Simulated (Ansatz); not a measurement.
MgO under load (space group I4/mmm), r2SCAN, rigid bands (Ansatz, a first-principles code). Condition of this run: uniaxial stress along [001] of -15 GPa (compression positive) (the target of the relaxation). Band gap 4.71 eV, N_c = 5.12e18 cm⁻³ and N_v = 5.85e19 cm⁻³ at 300 K, conductivity masses along y (a = (0.00, 2.06, 2.37) Å; b = (2.06, 0.00, 2.37) Å; c = (2.06, 2.06, 0.00) Å) of 0.390 mₑ (electrons) and 3.18 mₑ (holes). Take k_BT = 0.02585 eV.

Problem. A film of it is 5 nm thick, with its normal along the direction named. Estimate the confinement energies in an infinite well.

Solution. ħ²π²/(2m t²) = 0.376 eV·nm²/(m/mₑ × t²) gives 38.6 meV for electrons and 4.73 meV for holes, so the gap would widen to about 4.75 eV. Finite barriers and nonparabolic bands lower this, and with several valleys or bands the heaviest mass along the normal sets the lowest level, not this average.

Problem. What thermal injection velocity √(2k_BT/πm) limits a ballistic channel along the direction named?

Solution. 8.62e6 cm/s for electrons and 3.02e6 cm/s for holes, a ratio of √(m_h/m_e) = 2.86, for dilute carriers.

Problem. Find the intrinsic carrier density and the intrinsic Fermi level.

Solution. n_i = √(N_c N_v) exp(−E_g/2k_BT) = 1.73e19 × exp(−91.10) = 4.7e-21 cm⁻³. The level lies (k_BT/2) ln(N_v/N_c) = 31 meV from mid-gap (positive towards the conduction band). Each 0.1 eV added to the gap lowers n_i by a factor of 6.9.

Rigid bands with the computed gap; masses take one relaxation time for all states. Spin-orbit coupling is left out. Geometry: cell and atoms relaxed with PBEsol.
